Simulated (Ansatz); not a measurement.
# Al: transverse stress against strain

Al (fcc, Fm-3m, 16.186 Å³/atom at rest, cube axes along x, y and z) under a strain ε along a cube axis (axis z), the other axes held. PBEsol in Ansatz, a plane-wave DFT program (PAW, default set), 420 eV, 28×28×28 Γ-centred mesh, Fermi-Dirac smearing 0.10 eV; ions are relaxed within the symmetry of each cell. Stress is positive for a compressed cell.

Here s stands for strain and y for stress xx.

```
strain (%)  stress xx (GPa)
----------  ---------------
-3.00                     ?
-1.50                  1.04
-1.00                  0.69
-0.50                  0.34
0.00                  -0.01
0.50                  -0.34
1.00                  -0.65
1.50                  -0.96
```

Using a straight line, estimate the missing y at s = -3.00 from the other rows, showing the fit.

Means: s 0, y 0.016. About the means, the sum of products is -4.6800 and the sum of squares of s is 7.0000; the slope is their ratio. Least squares gives y = 0.016 - 0.6686·s. Residuals (row less fit): 0.021, 0.005, -0.010, -0.026, -0.022, 0.003, 0.027; standard error 0.022 (degrees of freedom: 5). The slope gives the elastic constant C12 = 67 ± 0.8 GPa. At the withheld row, y = 0.016 - 0.6686 × (-3.0) = 2.022 GPa. The calculation gives 2.13 GPa, 0.108 GPa above the prediction (3.5 % of the range of y in the table). The row lies outside the fitted rows, so this is an extrapolation. From the scatter of the fitted rows alone, a prediction at this place has a standard error of 0.035 GPa, so the miss is 3.1 times that.

One order more, fitted to all 13 runs of the series, follows each within 0.02, so the miss is the next term of a smooth law. In a metal these values are sensitive to mesh and smearing; energies are taken to zero smearing, stresses follow the free energy. Rows are the converged runs of the series near zero and its far end; series whose fitted rows scatter by over a few per cent of the range, as at a crossing or softening among them, aren't shown in this form. Most that stay on the fit to the last digits aren't either.
